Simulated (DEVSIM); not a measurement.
Structure: W/AlN/n-Si capacitor, at 300 K.

Layer 1 from the left is AlN, thickness (nm) 3.00. Layer 2 from the left is Si, thickness (nm) 5500, Nd (cm⁻³) 1.1e16.

Metal gate on the left, work function 4.6 eV. Fixed charge at the semiconductor interface 3.6e10 cm⁻² (in units of +e); no interface traps.

Constants are typed, rounded textbook-type inputs, not results; the design itself was drawn at random and stands for no fabricated device. Values at 300 K.

AlN: gap (eV) 6.1, affinity (eV) 1.9, permittivity 8.5. Si: gap (eV) 1.124, affinity (eV) 4.05, permittivity 11.7, Nc (cm⁻³) 2.86e19, Nv (cm⁻³) 3.1e19.

Simulated with DEVSIM: 1D Poisson equation in equilibrium, Boltzmann statistics, complete ionisation; no quantum confinement or tunnelling. Metal contacts follow the ideal Schottky-Mott rule: no Fermi-level pinning, no interface dipoles.

Task: What does the simulation give for the threshold voltage (band bending 2φF), the flat-band voltage?

Result: threshold voltage (band bending 2φF) -0.39 V; flat-band voltage 0.34 V.
